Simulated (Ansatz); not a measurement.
Reference: Mo (Im-3m), PBEsol, rigid bands (plane waves, PAW, scalar-relativistic; Ansatz, a first-principles code); geometry: cell and atoms relaxed with PBEsol.

Space group Im-3m (No. 229); a = 3.1291 Å, b = 3.1291 Å, c = 3.1291 Å, α = 90.00°, β = 90.00°, γ = 90.00°

```
atom  site  symmetry       x       y       z
----  ----  --------  ------  ------  ------
Mo      2a      m-3m  0.0000  0.0000  0.0000
```
(The calculation used a cell of 1 atom; values per cell refer to that cell.)

| Property | Value |
|---|---|
| density of states at the Fermi level per atom | 0.58 states/eV |
| Drude plasma energy | 8.8 eV |
| root-mean-square Fermi velocity | 8.9 ×10⁵ m/s |

Task: Swap Mo for W, keeping the structure type. How do these values move?

Result: W (Im-3m): volume per atom 15.3 to 15.7 Å³; density of states at the Fermi level per atom falls (0.58 states/eV to 0.44 states/eV); Drude plasma energy falls (8.8 eV to 7.8 eV); root-mean-square Fermi velocity stays about the same (8.9 ×10⁵ m/s to 9.1 ×10⁵ m/s).

Task: Swap Mo for Ba, keeping the structure type. How do these values move?

Result: Ba (Im-3m): volume per atom 15.3 to 58.0 Å³; density of states at the Fermi level per atom rises (0.58 states/eV to 1.18 states/eV); Drude plasma energy falls (8.8 eV to 3.0 eV); root-mean-square Fermi velocity falls (8.9 ×10⁵ m/s to 4.2 ×10⁵ m/s).

Task: Replace Mo by Ta on the same sites and relax. What happens?

Result: Ta (Im-3m): volume per atom 15.3 to 17.6 Å³; density of states at the Fermi level per atom rises (0.58 states/eV to 1.26 states/eV); Drude plasma energy stays about the same (8.8 eV to 9.1 eV); root-mean-square Fermi velocity falls (8.9 ×10⁵ m/s to 6.7 ×10⁵ m/s).

Moves up to 9 % count as about the same. Metals at this level; values at 300 K, both spins, means over directions. As a rough test of the mesh, the Fermi surface's area from every second k point differs by up to 6 %. Spin-orbit coupling is left out.

The missing spin-orbit coupling matters most for Ta (Im-3m), W (Im-3m).
